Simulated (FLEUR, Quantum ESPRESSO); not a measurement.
A Quantum ESPRESSO input for a self-consistent single point of Sn₂Pt (Fm-3m, 3 atoms in the cell) (DFT, LDA (PZ), plane waves, GBRV 1.5 ultrasoft (LDA) pseudopotentials):

```fortran
&CONTROL
 calculation = 'scf'
 prefix = 'run'
 outdir = './out'
 pseudo_dir = './'
 tprnfor = .true.
 tstress = .true.
/
&SYSTEM
 ibrav = 2
 celldm(1) = 12.2571226923
 nat = 3
 ntyp = 2
 ecutwfc = 40
 ecutrho = 320
 occupations = 'smearing'
 smearing = 'gauss'
 degauss = 0.019992
/
&ELECTRONS
 conv_thr = 1.0e-11
 mixing_beta = 0.7
/
ATOMIC_SPECIES
Sn   118.7100  sn_lda_v1.4.uspp.F.UPF
Pt   195.0840  pt_lda_v1.4.uspp.F.UPF
ATOMIC_POSITIONS {crystal}
Sn    0.7500000000    0.7500000000    0.7500000000
Sn    0.2500000000    0.2500000000    0.2500000000
Pt    0.0000000000    0.0000000000    0.0000000000
K_POINTS {automatic}
12 12 12  0 0 0
```

Q: Write the same calculation as an input for FLEUR.

A: This is the input that was run; spellings and numerical settings could be chosen otherwise.

Input of the input generator:

```
Sn2Pt FLAPW
&input film=f /
0.0000000000 0.7071067812 0.7071067812
0.7071067812 0.0000000000 0.7071067812
0.7071067812 0.7071067812 0.0000000000
8.6670945736
1.0 1.0 1.0

3
50 0.7500000000 0.7500000000 0.7500000000
50 0.2500000000 0.2500000000 0.2500000000
78 0.0000000000 0.0000000000 0.0000000000

&comp jspins=1 /
&exco xctyp='pz' /
&kpt div1=12 div2=12 div3=12 gamma=t /
&end /
```

```xml
<?xml version="1.0" encoding="UTF-8" standalone="no"?>
<fleurInput fleurInputVersion="0.39">
   <comment>
      Sn2Pt FLAPW                                                                                         
   </comment>
   <calculationSetup>
      <cutoffs Kmax="4.1" Gmax="12.3" GmaxXC="12.3" numbands="0"/>
      <scfLoop itmax="60" minDistance="0.00001" maxIterBroyd="15" imix="Anderson" alpha="0.05" precondParam="0.0" spinf="2.0"/>
      <coreElectrons ctail="T" frcor="F" kcrel="0" coretail_lmax="0"/>
      <xcFunctional name="pz" relativisticCorrections="F"/>
      <magnetism jspins="1"/>
      <soc l_soc="F" theta="0.0" phi="0.0" spav="F"/>
      <expertModes spex="0" secvar="F"/>
      <geometryOptimization l_f="T" forcealpha="1.0" forcemix="BFGS" epsdisp="0.00001" epsforce="0.00001"/>
      <ldaU l_linMix="F" mixParam="0.05" spinf="1.0"/>
   </calculationSetup>
   <cell>
      <bzIntegration valenceElectrons="44.0" mode="gauss" fermiSmearingEnergy="0.00999582">
         <kPointListSelection listName="default-1"/>
         <!-- k-points included here -->
         <xi:include xmlns:xi="http://www.w3.org/2001/XInclude" href="kpts.xml"> </xi:include>
      </bzIntegration>
      <!-- symmetry operations included here -->
      <xi:include xmlns:xi="http://www.w3.org/2001/XInclude" href="sym.xml"> </xi:include>
      <bulkLattice scale="1.0">
         <bravaisMatrix>
            <row-1>    0.0000000000000000     6.1285613462942825     6.1285613462942825</row-1>
            <row-2>    6.1285613462942825     0.0000000000000000     6.1285613462942825</row-2>
            <row-3>    6.1285613462942825     6.1285613462942825     0.0000000000000000</row-3>
         </bravaisMatrix>
      </bulkLattice>
   </cell>
   <atomSpecies>
      <species name="Tin (Sn)" element="Sn" atomicNumber="50">
         <mtSphere radius="2.43" gridPoints="857" logIncrement="0.015"/>
         <atomicCutoffs lmax="10" lnonsphr="8"/>
         <electronConfig flipSpins="F">
            <coreConfig>(1s1/2) (2s1/2) (2p1/2) (2p3/2) (3s1/2) (3p1/2) (3p3/2) (4s1/2) (3d3/2) (3d5/2) (4p1/2) (4p3/2)</coreConfig>
            <valenceConfig>(5s1/2) (4d3/2) (4d5/2) (5p1/2) (5p3/2)</valenceConfig>
            <stateOccupation state="(5p1/2)" spinUp="0.3333333333333" spinDown="0.3333333333333"/>
            <stateOccupation state="(5p3/2)" spinUp="0.6666666666667" spinDown="0.6666666666667"/>
         </electronConfig>
         <energyParameters s="5" p="5" d="5" f="4"/>
         <lo type="SCLO" l="2" n="4" eDeriv="0"/>
      </species>
      <species name="Platinum (Pt)" element="Pt" atomicNumber="78">
         <mtSphere radius="2.43" gridPoints="857" logIncrement="0.016"/>
         <atomicCutoffs lmax="10" lnonsphr="8"/>
         <electronConfig flipSpins="F">
            <coreConfig>(1s1/2) (2s1/2) (2p1/2) (2p3/2) (3s1/2) (3p1/2) (3p3/2) (4s1/2) (3d3/2) (3d5/2) (4p1/2) (4p3/2) (5s1/2) (4d3/2) (4d5/2) (4f5/2) (4f7/2)</coreConfig>
            <valenceConfig>(5p1/2) (5p3/2) (6s1/2) (5d3/2) (5d5/2)</valenceConfig>
            <stateOccupation state="(6s1/2)" spinUp="0.5" spinDown="0.5"/>
            <stateOccupation state="(5d3/2)" spinUp="1.8" spinDown="1.8"/>
            <stateOccupation state="(5d5/2)" spinUp="2.7" spinDown="2.7"/>
         </electronConfig>
         <energyParameters s="6" p="6" d="5" f="5"/>
         <lo type="SCLO" l="1" n="5" eDeriv="0"/>
      </species>
   </atomSpecies>
   <atomGroups>
      <atomGroup species="Tin (Sn)">
         <relPos label="                   1">-1.000/4.000 -1.000/4.000 -1.000/4.000</relPos>
         <relPos label="                   2">1.000/4.000 1.000/4.000 1.000/4.000</relPos>
         <force calculate="T" relaxXYZ="TTT"/>
      </atomGroup>
      <atomGroup species="Platinum (Pt)">
         <relPos label="                   3">.0000000000 .0000000000 .0000000000</relPos>
         <force calculate="T" relaxXYZ="TTT"/>
      </atomGroup>
   </atomGroups>
   <output dos="F" band="F" slice="F">
      <checks vchk="F" cdinf="F"/>
      <bandDOS minEnergy="-.5*Htr" maxEnergy="0.5*Htr" sigma="0.015" storeEVData="T"/>
      <vacuumDOS vacdos="F" integ="F" star="F" nstars="0" locx1="0.0" locy1="0.0" locx2="0.0" locy2="0.0" nstm="0" tworkf="0.0"/>
      <unfoldingBand unfoldBand="F" supercellX="1" supercellY="1" supercellZ="1"/>
      <plotting iplot="0" polar="F">
         <plot TwoD="T" vec1="  1.0  0.0  0.0" vec2="  0.0  1.0  0.0" vec3="  0.0  0.0  1.0" zero="  0.0  0.0  0.0" file="plot"/>
      </plotting>
      <chargeDensitySlicing numkpt="0" minEigenval="0.0" maxEigenval="0.0" nnne="0" pallst="F"/>
      <specialOutput eonly="F"/>
      <magneticCircularDichroism mcd="F" energyLo="-10.0" energyUp="0.0"/>
   </output>
  <!-- We include the file relax.xml here to enable relaxations (see documentation) -->
  <xi:include xmlns:xi="http://www.w3.org/2001/XInclude" href="relax.xml"> <xi:fallback/> </xi:include>
</fleurInput>
```

Basis, cutoffs, solver keys and any potentials are the target program's own. This input uses DFT, LDA (Perdew-Zunger), all-electron FLAPW (FLEUR), scalar-relativistic valence. LDA parametrisations can differ slightly between programs.

The starting cell comes from a database of computed structures (which also holds hypothetical and non-ambient phases and stackings), without a prior relaxation at this level.
